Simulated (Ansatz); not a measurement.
The starting structures come from a database of crystals and need not be the phases stable at ambient conditions.

Tunnelling through a barrier is set by its complex band structure: the current falls as exp(−2κd) with the smallest κ.

Here is the system:

```yaml
crystal:
  lattice:
    - [6.85972, 0.00000, 0.00000]
    - [0.00000, 10.33726, 0.00000]
    - [3.42986, 5.16863, 3.42986]
  atoms:
    - { symbol: Cs, position: [0.00000, 0.50000, 0.00000] }
    - { symbol: Cs, position: [0.50000, 0.25000, 0.00000] }
    - { symbol: Cs, position: [0.50000, 0.75000, 0.00000] }
    - { symbol: Tl, position: [0.00000, 0.00000, 0.00000] }
    - { symbol: F, position: [0.31082, 0.00000, 0.00000] }
    - { symbol: F, position: [0.68918, 0.00000, 0.00000] }
    - { symbol: F, position: [0.68918, 0.68918, 0.62164] }
    - { symbol: F, position: [0.31082, 0.31082, 0.37836] }
    - { symbol: F, position: [0.00000, 0.22079, 0.00000] }
    - { symbol: F, position: [0.00000, 0.77921, 0.00000] }
```

Space group of this cell: I4/mmm. The cell is taken as given.

Transport runs along the normal of the first two printed cell vectors, the (100) plane of the conventional cell.

No gap correction and no spin-orbit coupling; mid-gap values are interpolated between computed energies.

Compute, with r2SCAN in Ansatz (a program for electronic structure), the band gap and the smallest decay constant κ at mid-gap.

Gap 3.87 eV on a 10×10×10 mesh; κ = 0.427 1/Å, at the zone centre.
